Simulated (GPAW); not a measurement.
# Worked example: self-consistent single point of Sc (P6_3/mmc, 4 atoms in the cell) in GPAW

Method: PBEsol, GPAW PAW datasets PBEsol (made by gpaw-setup) (plane waves; GPAW 25.7.0).

Input as run:

```python
from ase import Atoms
from ase.dft.kpoints import monkhorst_pack
from ase.units import GPa
from gpaw import GPAW, PW

atoms = Atoms(['Sc', 'Sc', 'Sc', 'Sc'],
              cell=[[3.318990, 0.000000, 0.000000],
                    [-1.659495, 2.874329, 0.000000],
                    [0.000000, 0.000000, 10.678871]],
              scaled_positions=[[0.000000, 0.000000, 0.000000],
                                [0.000000, 0.000000, 0.500000],
                                [0.333333, 0.666667, 0.250000],
                                [0.666667, 0.333333, 0.750000]],
              pbc=True)

calc = GPAW(mode=PW(850),
            xc='PBEsol',
            kpts=monkhorst_pack((7, 7, 2)) + [0.5 / 7, 0.5 / 7, 0],
            occupations={'name': 'methfessel-paxton', 'width': 0.136, 'order': 1},
            nbands=-10,
            convergence={'density': 1e-05},
            symmetry={'symmorphic': False, 'tolerance': 0.0005},
            maxiter=150)

atoms.calc = calc

energy = atoms.get_potential_energy()
print('Energy (eV):', round(energy, 6))
forces = atoms.get_forces()
print('Forces (eV/Ang):')
print(forces.round(5))
stress = atoms.get_stress()
print('Stress (GPa, Voigt):', (stress / GPa).round(4))
```

Log, with long lists cut:

```
Input parameters:
  convergence: {density: 1e-05}
  kpts: [[-0.35714286 -0.35714286 -0.25      ],
         [-0.35714286 -0.35714286  0.25      ],
         [-0.35714286 -0.21428571 -0.25      ],
         ...,
         [ 0.5         0.35714286  0.25      ],
         [ 0.5         0.5        -0.25      ],
         [ 0.5         0.5         0.25      ]]
  maxiter: 150
  mode: {ecut: 850.0,
         name: pw}
  nbands: -10
  occupations: {name: methfessel-paxton,
                order: 1,
                width: 0.136}
  symmetry: {symmorphic: False,
             tolerance: 0.0005}
  xc: PBEsol

species:
  Sc:
    name: Scandium
    Z: 21.0
    valence: 11
    core: 10
    charge: 0.0
    file: Sc.PBEsol.gz

    # Using partial waves for Sc as LCAO basis

Reference energy: -83056.382509  # eV

Spin-paired calculation

Convergence criteria:
 Maximum [total energy] change in last 3 cyles: 0.0005 eV / valence electron
 Maximum integral of absolute [dens]ity change: 1e-05 electrons / valence electron
 Maximum integral of absolute [eigenst]ate change: 4e-08 eV^2 / valence electron
 Maximum number of scf [iter]ations: 150

Symmetries present (total): 24
Symmetries with fractional translations: 12

  ( 1  1  0) + (   0)  ( 1  1  0) + (   0)  ( 1  0  0) + (   0)
  ( 0 -1  0) + (   0)  (-1  0  0) + (   0)  ( 0  1  0) + (   0)
  ( 0  0  1) + (   0)  ( 0  0 -1) + (   0)  ( 0  0  1) + (   0)

  ( 1  0  0) + (   0)  ( 0  1  0) + (   0)  ( 0  1  0) + (   0)
  (-1 -1  0) + (   0)  ( 1  0  0) + (   0)  (-1 -1  0) + (   0)
  ( 0  0 -1) + (   0)  ( 0  0 -1) + (   0)  ( 0  0  1) + (   0)

  ( 0 -1  0) + (   0)  ( 0 -1  0) + (   0)  (-1  0  0) + (   0)
  ( 1  1  0) + (   0)  (-1  0  0) + (   0)  ( 1  1  0) + (   0)
  ( 0  0 -1) + (   0)  ( 0  0  1) + (   0)  ( 0  0  1) + (   0)

  (-1  0  0) + (   0)  (-1 -1  0) + (   0)  (-1 -1  0) + (   0)
  ( 0 -1  0) + (   0)  ( 1  0  0) + (   0)  ( 0  1  0) + (   0)
  ( 0  0 -1) + (   0)  ( 0  0  1) + (   0)  ( 0  0 -1) + (   0)

  ( 1  1  0) + (   0)  ( 1  1  0) + (   0)  ( 1  0  0) + (   0)
  ( 0 -1  0) + (   0)  (-1  0  0) + (   0)  ( 0  1  0) + (   0)
  ( 0  0 -1) + (-1/2)  ( 0  0  1) + ( 1/2)  ( 0  0 -1) + (-1/2)

  ( 1  0  0) + (   0)  ( 0  1  0) + (   0)  ( 0  1  0) + (   0)
  (-1 -1  0) + (   0)  ( 1  0  0) + (   0)  (-1 -1  0) + (   0)
  ( 0  0  1) + ( 1/2)  ( 0  0  1) + ( 1/2)  ( 0  0 -1) + (-1/2)

  ( 0 -1  0) + (   0)  ( 0 -1  0) + (   0)  (-1  0  0) + (   0)
  ( 1  1  0) + (   0)  (-1  0  0) + (   0)  ( 1  1  0) + (   0)
  ( 0  0  1) + ( 1/2)  ( 0  0 -1) + (-1/2)  ( 0  0 -1) + (-1/2)

  (-1  0  0) + (   0)  (-1 -1  0) + (   0)  (-1 -1  0) + (   0)
  ( 0 -1  0) + (   0)  ( 1  0  0) + (   0)  ( 0  1  0) + (   0)
  ( 0  0  1) + ( 1/2)  ( 0  0 -1) + (-1/2)  ( 0  0  1) + ( 1/2)
Note: your k-points are not as symmetric as your crystal!
98 k-points: 7 x 7 x 2 Monkhorst-Pack grid + [1/14,1/14,0.000000]
16 k-points in the irreducible part of the Brillouin zone
       k-points in crystal coordinates                weights
   0:     0.07142857   -0.07142857    0.25000000          4/98
   1:     0.07142857    0.07142857    0.25000000          4/98
   2:     0.21428571   -0.21428571    0.25000000          4/98
   [... 7 lines left out ...]
          ...
  15:     0.50000000    0.50000000    0.25000000          2/98

Wave functions: Plane wave expansion
  Cutoff energy: 850.000 eV
  Number of coefficients (min, max): 5699, 5754
  Pulay-stress correction: 0.000000 eV/Ang^3 (de/decut=0.000000)

Occupation numbers: Methfessel-Paxton:
  width: 0.1360  # eV
  order: 1

Eigensolver

Densities:
  Coarse grid: 24*24*72 grid
  Fine grid: 48*48*144 grid
  Total Charge: 0.000000

Density mixing:
  Method: separate
  Backend: pulay
  Linear mixing parameter: 0.05
  old densities: 5
  Damping of long wavelength oscillations: 50

Hamiltonian:
  XC and Coulomb potentials evaluated on a 48*48*144 grid
  External potential:
    NoExternalPotential

XC parameters: PBEsol with 2 nearest neighbor stencil

Number of atoms: 4
Number of atomic orbitals: 52
Number of bands in calculation: 32
Number of valence electrons: 44
Bands to converge: occupied

Density initialized from atomic densities
  32 bands from LCAO basis set

Atomic positions and initial magnetic moments

Positions:
   0 Sc     0.000000    0.000000    0.000000    ( 0.0000,  0.0000,  0.0000)
   1 Sc     0.000000    0.000000    5.339435    ( 0.0000,  0.0000,  0.0000)
   2 Sc    -0.000002    1.916220    2.669718    ( 0.0000,  0.0000,  0.0000)
   3 Sc     1.659497    0.958109    8.009153    ( 0.0000,  0.0000,  0.0000)

Unit cell:
           periodic     x           y           z      points  spacing
  1. axis:    yes    3.318990    0.000000    0.000000    24     0.1198
  2. axis:    yes   -1.659495    2.874329    0.000000    24     0.1198
  3. axis:    yes    0.000000    0.000000   10.678871    72     0.1483

  Lengths:   3.318990   3.318989  10.678871
  Angles:   90.000000  90.000000 120.000006

Effective grid spacing dv^(1/3) = 0.1349

     iter     time        total  log10-change:
                         energy   eigst   dens
iter:   1 --:--:--   -20.029732
iter:   2 --:--:--   -20.061473   +0.16  -1.47
iter:   3 --:--:--   -19.784982   +0.01  -1.50
iter:   4 --:--:--   -19.873772   -0.32  -1.86
iter:   5 --:--:--   -19.901151   -0.61  -2.18
iter:   6 --:--:--   -20.083582   -0.69  -2.15
iter:   7 --:--:--   -19.880959   -0.95  -1.89
iter:   8 --:--:--   -19.871071   -1.14  -2.34
iter:   9 --:--:--   -19.874050c  -1.44  -2.74
iter:  10 --:--:--   -19.881546c  -1.76  -2.79
iter:  11 --:--:--   -19.884408c  -2.10  -2.69
iter:  12 --:--:--   -19.879224c  -2.30  -2.61
iter:  13 --:--:--   -19.880348c  -2.66  -2.73
iter:  14 --:--:--   -19.876944c  -2.39  -2.69
   [... 10 lines left out ...]
iter:  25 --:--:--   -19.876303c  -4.69  -4.55
iter:  26 --:--:--   -19.876305c  -5.06  -4.61
iter:  27 --:--:--   -19.876304c  -5.20  -4.70
iter:  28 --:--:--   -19.876306c  -5.45  -4.75
iter:  29 --:--:--   -19.876306c  -5.71  -4.95
iter:  30 --:--:--   -19.876305c  -5.94  -5.15c
iter:  31 --:--:--   -19.876306c  -6.11  -5.35c
iter:  32 --:--:--   -19.876305c  -6.25  -5.34c
iter:  33 --:--:--   -19.876305c  -6.40  -5.79c
iter:  34 --:--:--   -19.876306c  -6.56  -5.81c
iter:  35 --:--:--   -19.876306c  -6.76  -5.88c
iter:  36 --:--:--   -19.876305c  -6.92  -5.97c
iter:  37 --:--:--   -19.876305c  -7.03  -6.07c
iter:  38 --:--:--   -19.876305c  -7.08  -6.01c
iter:  39 --:--:--   -19.876306c  -7.32  -6.05c
iter:  40 --:--:--   -19.876306c  -7.45c -6.32c

Converged after 40 iterations.

Dipole moment: (0.000000, -0.000000, -0.000000) |e|*Ang

Energy contributions relative to reference atoms: (reference = -83056.382509)

Kinetic:         -5.934190
Potential:       +5.501484
External:        +0.000000
XC:             -19.970328
Entropy (-ST):   -0.004885
Local:           +0.529985
SIC:             +0.000000
--------------------------
Free energy:    -19.877934
Extrapolated:   -19.876306

Showing only first 2 kpts
 Kpt  Band  Eigenvalues  Occupancy
  0    20      5.55347   -0.04536
  0    21      5.82584   -0.00000
  0    22      6.36909   -0.00000
  0    23      6.68534   -0.00000

  1    20      5.43251    0.06734
  1    21      5.74463   -0.00017
  1    22      6.25880   -0.00000
  1    23      6.51041   -0.00000

Fermi level: 5.33473

No gap
No difference between direct/indirect transitions
Energy (eV): -19.876306

Forces in eV/Ang:
  0 Sc   -0.00000   -0.00000    0.00000
  1 Sc   -0.00000    0.00000    0.00000
  2 Sc    0.00000    0.00000   -0.00000
  3 Sc    0.00000   -0.00000    0.00000

Stress tensor:
     0.023258    -0.000000     0.000000
    -0.000000     0.023258     0.000000
     0.000000     0.000000     0.023741
Stress (GPa, Voigt): [ 3.7264  3.7264  3.8037  0.      0.     -0.    ]
```

The run converged in 40 iterations. GPAW prints stress with tension positive.

The starting cell was generated: these elements placed on a structure prototype, without a prior relaxation; it need not be a known phase or ordering of this composition. Its lattice was rescaled by a random factor within 2.5 % of one. With a pressure of about -4 GPa the cell is away from its equilibrium volume at this level.

Cost on one core of a shared machine: roughly 2 min.
